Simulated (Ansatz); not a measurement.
Start from NaI in the rock salt structure (space group Fm-3m, No. 225; a = 6.402 Å). Axes: x, y, z lie along the cube axes.

All numbers come from PBEsol/PAW in Ansatz (a quantum-chemistry and plane-wave program), no spin-orbit coupling.

Strains are applied to the cell and any free atomic positions relax.

One change was made to it. Results:

```json
[
 {"quantity": "energy relative to the base (free energy F)", "base": "0 meV/atom", "after": "+2.9 meV/atom"},
 {"quantity": "valley order (the lowest conduction-band minima on the path, energy above the VBM, named in the base's zone)", "base": "Γ 3.60 eV; X along ⟨100⟩ 4.47 eV; L along ⟨111⟩ 4.96 eV", "after": "Γ 3.50 eV; X along [100] 4.42 eV; X along [001] 4.46 eV; L along [1-11] 4.93 eV"},
 {"quantity": "electron mass", "base": "0.26 mₑ (at Γ)", "after": "0.26 mₑ (at Γ)"}
]
```

Which change produced these results?
A. uniaxial strain ε_zz = +0.50 %
B. uniaxial strain ε_zz = +1.50 %
C. uniaxial strain ε_zz = +3.00 %
D. uniaxial strain ε_zz = −0.50 %

C, uniaxial strain ε_zz = +3.00 %. For comparison, the valley order in the other runs: uniaxial strain ε_zz = −0.50 % gives Γ 3.61 eV; X along [001] 4.47 eV; X along [100] 4.47 eV; L along [1-11] 4.96 eV; uniaxial strain ε_zz = +1.50 % gives Γ 3.55 eV; X along [100] 4.45 eV; X along [001] 4.46 eV; L along [1-11] 4.95 eV; uniaxial strain ε_zz = +0.50 % gives Γ 3.58 eV; X along [100] 4.46 eV; X along [001] 4.47 eV; L along [1-11] 4.96 eV.

With I present, leaving out spin-orbit coupling can change the band edges. The levels and masses belong to the bands next to the band gap. Masses are band curvatures over ±0.01 Å⁻¹ around the edge. Stability against distortions was not tested.
